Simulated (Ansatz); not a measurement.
Take MgO in the rock salt structure (space group Fm-3m, No. 225; a = 4.2141 Å) as the base. Axes: x, y, z lie along the cube axes.

Method: PBEsol in Ansatz (plane waves to 420 eV, PAW, no spin-orbit coupling).

Before the change:

- Pressure = 0.01 GPa

The change: uniaxial strain ε_zz = +1.50 %, all other strain components held at zero, atoms relaxed at fixed cell.

**Question.** What happens to the pressure?

**Answer.** The pressure (mean of the normal stresses, compression positive) drops by 2.205 GPa to -2.20 GPa.

Whether these cells are dynamically stable was not tested.

Ansatz is a first-principles code.
